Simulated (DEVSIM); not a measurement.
Structure: Schottky contact on n-type GaN, at 300 K.

Layer 1 from the left is GaN, thickness (μm) 10.0, Nd (cm⁻³) 1.7e17, τn (s) 3.3e-8, τp (s) 3.3e-8.

Left contact: Schottky, work function 5.28 eV, emission velocity 6.6e6 cm/s. Right contact: ohmic. Voltage is applied to the left contact. Recombination: SRH at mid-gap, radiative. Mobility is μmin + (μ − μmin)/(1 + (N/Nref)^α).

This is a model device: material constants are rounded textbook-type values typed into the input, and sizes, dopings and lifetimes were drawn at random. Values at 300 K.

GaN: gap (eV) 3.43, affinity (eV) 4.1, permittivity 9.5, Nc (cm⁻³) 2.3e18, Nv (cm⁻³) 4.6e19, μn (cm²/Vs) 1200, μp (cm²/Vs) 100, μn,min 55, μp,min 3, Nref,n 2e17, Nref,p 3e17, αn 1, αp 2, B (cm³/s) 1e-11.

Estimate by hand the built-in potential, the peak field at zero bias, the capacitance at -6 V, and compare with a numerical solution.


- Built-in potential: barrier φB = 1.180 eV; Vbi = φB − kT/q ln(N_band/N) = 1.113 V; numerical 1.113 V.
- Peak field at zero bias: depletion approximation: W = √(2εVbi/(qN)) = 0.0829 μm with N = 1.70e17 cm⁻³; field = 2Vbi/W = 268000 V/cm; numerical 264000 V/cm (estimate above by 1.8 %).
- Capacitance at -6 V: C = √(qεN / 2(Vbi + |V|)) = 40.1 nF/cm²; numerical 40.2 nF/cm².

DEVSIM, 1D drift-diffusion, Boltzmann statistics, complete ionisation; no tunnelling, impact ionisation, image-force lowering or self-heating. Metal contacts follow the ideal Schottky-Mott rule: no Fermi-level pinning, no interface dipoles.
